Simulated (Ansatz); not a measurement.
**Effect of biaxial strain −4.18 %, plane normal [001], relaxed out of plane on SnTe**

Take SnTe in the rock salt structure (space group Fm-3m, No. 225; a = 6.370 Å) as the base. Axes: x, y, z lie along the cube axes.

One thing is altered: compressive biaxial strain of 4.18 % in the plane normal to [001], as in epitaxy on a mismatched substrate; the out-of-plane cell vector and the atoms relax.

Computed with r2SCAN/PAW in Ansatz (a first-principles code), no SOC. k-mesh 9×9×9 (Γ-centred); smearing 0.05 eV (Fermi–Dirac).

* **Volume per atom**: 29.74 Å³ (base 32.31 Å³)
* **Space group**: I4/mmm (No. 139) (base Fm-3m (No. 225))
* **Shortest interatomic distance**: 3.052 Å (base 3.185 Å)
* **Energy relative to the base (free energy F)**: +53 meV/atom
* **Pressure (mean of the normal stresses, compression positive)**: 4.7 GPa (base 0.0 GPa)
* **Band gap**: zero (base 0.13 eV)
* **Out-of-plane strain**: +0.23 % (rough)
* **Mean in-plane stress (compression positive)**: +7.0 GPa (rough)

Final structure (turned so that z lies along the plane normal):

```
SnTe
1.0
    4.31613     0.00000     0.00000
    0.00000     4.31613     0.00000
    2.15806    -2.15806     3.19258
Te Sn
1 1
Direct
  0.00000   0.00000   0.00000
  0.50000   0.50000   0.00000
```

Without a gap, meshes like the base's 9×9×9 leave anisotropic stresses uncertain by several tenths of a GPa, and small strain energies with them. Spin-orbit coupling, missing from the scalar runs, can matter with Te. Stability against distortions was not tested. The final runs are not spin-polarised. Gaps under 0.05 eV, about the width of the smearing, are given as zero. A zero or small gap of SnTe can be the functional's error rather than a property of the material.
